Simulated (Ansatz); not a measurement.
Consider a periodic stack without vacuum, tetragonal WSi2 (1 1 0) on zinc-blende BN (1 1 1) (film strained to the substrate, started from cuts of the bulks and a machine-learned relaxation; slabs B21N21 and Si8W4, which can lie off the formulas): substrate slab B21N21, film Si8W4, surface cells [[1, -2], [1, 1]] and [[-1, -1], [1, 0]], film strained by -2.8 and -2.3 %, outermost planes N/B and SiW/SiW as cut, which need not be the usual terminations and can put a slab off its formula. Its start:

```yaml
crystal:
  lattice:
    - [4.43950, 0.00000, 0.02666]
    - [-2.21975, 3.84472, -0.01691]
    - [-1.32243, 0.82953, 24.39939]
  atoms:
    - { symbol: B, position: [0.03028, 0.70497, 0.09348] }
    - { symbol: B, position: [0.69685, 0.03834, 0.09323] }
    - { symbol: B, position: [0.36379, 0.37170, 0.09321] }
    - { symbol: B, position: [0.04313, 0.02052, 0.17947] }
    - { symbol: B, position: [0.70965, 0.35360, 0.17945] }
    - { symbol: B, position: [0.37655, 0.68699, 0.17948] }
    - { symbol: B, position: [0.05631, 0.33647, 0.26510] }
    - { symbol: B, position: [0.72293, 0.66977, 0.26510] }
    - { symbol: B, position: [0.38961, 0.00307, 0.26510] }
    - { symbol: B, position: [0.07006, 0.65306, 0.35073] }
    - { symbol: B, position: [0.73694, 0.98618, 0.35072] }
    - { symbol: B, position: [0.40318, 0.31931, 0.35073] }
    - { symbol: B, position: [0.08367, 0.96879, 0.43676] }
    - { symbol: B, position: [0.75026, 0.30204, 0.43627] }
    - { symbol: B, position: [0.41710, 0.63578, 0.43627] }
    - { symbol: B, position: [0.09753, 0.28942, 0.52263] }
    - { symbol: B, position: [0.75958, 0.61404, 0.52261] }
    - { symbol: B, position: [0.43352, 0.95171, 0.52271] }
    - { symbol: B, position: [0.11111, 0.71260, 0.60375] }
    - { symbol: B, position: [0.87800, 0.92816, 0.60263] }
    - { symbol: B, position: [0.33247, 0.16821, 0.60363] }
    - { symbol: N, position: [0.01917, 0.71537, 0.03134] }
    - { symbol: N, position: [0.68844, 0.05459, 0.03091] }
    - { symbol: N, position: [0.35892, 0.38473, 0.03072] }
    - { symbol: N, position: [0.03374, 0.03382, 0.11596] }
    - { symbol: N, position: [0.70022, 0.36681, 0.11618] }
    - { symbol: N, position: [0.36710, 0.70015, 0.11597] }
    - { symbol: N, position: [0.04657, 0.34922, 0.20138] }
    - { symbol: N, position: [0.71316, 0.68260, 0.20138] }
    - { symbol: N, position: [0.37967, 0.01569, 0.20137] }
    - { symbol: N, position: [0.05973, 0.66545, 0.28684] }
    - { symbol: N, position: [0.72654, 0.99865, 0.28683] }
    - { symbol: N, position: [0.39295, 0.33184, 0.28684] }
    - { symbol: N, position: [0.07354, 0.98174, 0.37258] }
    - { symbol: N, position: [0.74012, 0.31503, 0.37223] }
    - { symbol: N, position: [0.40687, 0.64857, 0.37222] }
    - { symbol: N, position: [0.08736, 0.29938, 0.45816] }
    - { symbol: N, position: [0.75235, 0.62958, 0.45813] }
    - { symbol: N, position: [0.42140, 0.96446, 0.45820] }
    - { symbol: N, position: [0.09843, 0.61517, 0.54316] }
    - { symbol: N, position: [0.76860, 0.94880, 0.54259] }
    - { symbol: N, position: [0.43265, 0.27866, 0.54322] }
    - { symbol: Si, position: [0.78529, 0.27953, 0.68646] }
    - { symbol: Si, position: [0.44756, 0.60495, 0.64863] }
    - { symbol: Si, position: [0.31064, 0.74300, 0.77785] }
    - { symbol: Si, position: [0.97249, 0.08064, 0.77901] }
    - { symbol: Si, position: [0.82088, 0.22539, 0.87913] }
    - { symbol: Si, position: [0.48250, 0.56354, 0.87875] }
    - { symbol: Si, position: [0.34915, 0.72683, 0.99240] }
    - { symbol: Si, position: [0.01673, 0.05959, 0.99241] }
    - { symbol: W, position: [0.11942, 0.94259, 0.68688] }
    - { symbol: W, position: [0.64248, 0.41130, 0.78336] }
    - { symbol: W, position: [0.15361, 0.89688, 0.87181] }
    - { symbol: W, position: [0.68568, 0.40226, 0.96783] }
```

The start was prepared with a machine-learned potential, and the result is one local minimum, with the in-plane cell held and forces under 0.04 eV/Å; the film can end far from its bulk form.

Method: PBE (plane waves to 420 eV, PAW; Ansatz, a quantum-chemistry and plane-wave program). No spin–orbit coupling; the runs are not spin-polarised. Its k-point mesh 7×7×1, Fermi–Dirac width 0.05 eV.

Q: Predict the relaxed interface.

A: 
- interface area: 17.1 Å²
- period: 23.92 Å
- heights between the nearest atoms of the two slabs at the two interfaces: 1.59 and 0.89 Å
- N–Si contacts across the interfaces within 1.22 times the sum of covalent radii: 6, mean 1.74 Å
- B–Si contacts across the interfaces within 1.22 times the sum of covalent radii: 4, mean 2.09 Å
- B–W contacts across the interfaces within 1.22 times the sum of covalent radii: 3, mean 2.36 Å
- N–W contacts across the interfaces within 1.22 times the sum of covalent radii: 3, mean 2.09 Å
- estimate of the barrier: withheld, since the two interfaces are unlike
- slope of the mean potential energy in the substrate: -4.6 MV/cm × e
